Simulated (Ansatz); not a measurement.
The parent structure is SiC in the zinc blende structure (space group F-43m, No. 216; a = 4.356 Å). Axes: x, y, z lie along the cube axes.

Level of theory: r2SCAN (Ansatz, a quantum-chemistry and plane-wave program, PAW, scalar-relativistic without spin-orbit coupling).

Strains are applied to the cell and any free atomic positions relax; under biaxial strain the out-of-plane vector relaxes too.

One change was made to it. Results:

```csv
quantity,base,after
"valence-band top at Γ (three highest levels, from the VBM)","0.00, 0.00, 0.00 eV","0.00, -0.32, -0.32 eV"
"pressure (mean of the normal stresses, compression positive)",0.0 kbar,-83.4 kbar
electron mass,"0.64 mₑ along k, 0.23 mₑ across (at X)","0.60 mₑ along k, 0.24 mₑ across (at X)"
```

Problem. Which change produced these results?
A) biaxial strain +2.50 %, plane normal [001], relaxed out of plane
B) biaxial strain +3.00 %, plane normal [001], relaxed out of plane
C) biaxial strain +0.50 %, plane normal [001], relaxed out of plane
D) biaxial strain +1.00 %, plane normal [001], relaxed out of plane

Solution. B, biaxial strain +3.00 %, plane normal [001], relaxed out of plane. For comparison, the valence-band top at Γ in the other runs: biaxial strain +1.00 %, plane normal [001], relaxed out of plane gives 0.00, -0.11, -0.11 eV; biaxial strain +2.50 %, plane normal [001], relaxed out of plane gives 0.00, -0.27, -0.27 eV; biaxial strain +0.50 %, plane normal [001], relaxed out of plane gives 0.00, -0.06, -0.06 eV.

The levels and masses belong to the bands next to the band gap. Effective masses come from finite differences of ±0.01 Å⁻¹. Along k means along the line from Γ to the band edge. Whether these cells are dynamically stable was not tested.
